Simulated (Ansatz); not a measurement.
Hexagonal WC, treated with r²SCANh (PAW; Ansatz, a quantum-chemistry and plane-wave program).

Run with plane-wave cutoff 520 eV, 12×12×10 k mesh (along the axes of the cell as run), Fermi–Dirac smearing 0.05 eV, no spin polarisation, scalar-relativistic PAW data made under PBE.

Computed at the level's own relaxed cell.

### Question
Estimate the lattice parameter a and c axis length that the calculation returns.

### Answer

- lattice parameter a: 2.905 Å
- c axis length: 2.831 Å

Measured, for comparison: lattice constant a 2.906 Å, lattice parameter c 2.837 Å (300 K, no zero-point or thermal correction; as tabulated in Wikipedia's data pages). Computed (rounded) less measured: lattice constant a 0.0 %, lattice parameter c -0.2 %.

Note: the run has no spin polarisation, so it can have missed a magnetic state.

Spin–orbit coupling is not included.
